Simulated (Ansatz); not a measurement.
# Effect of x(Pt) = 0.75, 4 atoms, P4/mmm on Au

The parent structure is Au in the fcc (Cu type) structure (space group Fm-3m, No. 225; a = 4.157 Å).

The other end (x = 1) is Pt in the fcc (Cu type) structure (space group Fm-3m, No. 225): 15.65 Å³/atom, gap zero.

The change: a fraction x = 0.75 of the Au sites is given to Pt, ordered in a cell of 4 atoms (starting symmetry P4/mmm) and fully relaxed.

Method: PBE, PAW, 420 eV (Ansatz, a quantum-chemistry and plane-wave program; without spin-orbit coupling). Settings: 16×16×6 k-points, 0.05 eV Fermi–Dirac smearing, for the changed cell.

| quantity | base | changed | shift |
|---|---|---|---|
| volume per atom | 17.96 Å³ | 16.19 Å³ | -1.77 Å³ |
| density | 18.21 g/cm³ | 20.06 g/cm³ | +1.85 g/cm³ |
| shortest interatomic distance | 2.940 Å | 2.794 Å | -0.146 Å |
| band gap | zero | zero | – |
| mixing energy (to 0.01 eV only: unlike meshes or grids) | – | +0.04 eV/atom | – |
| deviation of the volume from the linear (Vegard-type) interpolation | – | -0.2 % | – |

Cost of the whole job for the changed cell (relaxation, final SCF and bands): around 3 core-minutes (rough).

Each cell is one ordered arrangement of few atoms, which overstates ordering effects compared with a random alloy. Stability against distortions was not tested. The final runs are not spin-polarised. An odd electron count without spin: Pt3Au. Pt3Au has a high density of states at the Fermi level and may be magnetic at this level.
